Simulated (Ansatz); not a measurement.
Consider the following.

```
CELL_PARAMETERS angstrom
      0.00000     2.26008     2.26008
      2.26008     0.00000     2.26008
      2.26008     2.26008     0.00000
ATOMIC_POSITIONS crystal
  B  0.00000 0.00000 0.00000
  P  0.25000 0.25000 0.25000
```

These are HSE06, rigid bands (plane waves, PAW, scalar-relativistic; Ansatz, an electronic-structure program) values and carry that method's errors. How the cell was made: cell and atoms relaxed with PBEsol.

Question: What conductivity effective mass do dilute electrons have at 300 K?

Answer: 0.32 mₑ.

Question: Predict the hole conductivity mass (n e² τ/σ) at 300 K, by direction if it differs.

Answer: 0.37 mₑ.

Question: And the band gap?

Answer: 1.95 eV at this level.

Rigid bands, one relaxation time for all states, no polarons. Spin-orbit coupling is left out; where it splits the top of the valence band it changes the hole mass and lowers the gap by about a third of the splitting. Geometry: cell and atoms relaxed with PBEsol.
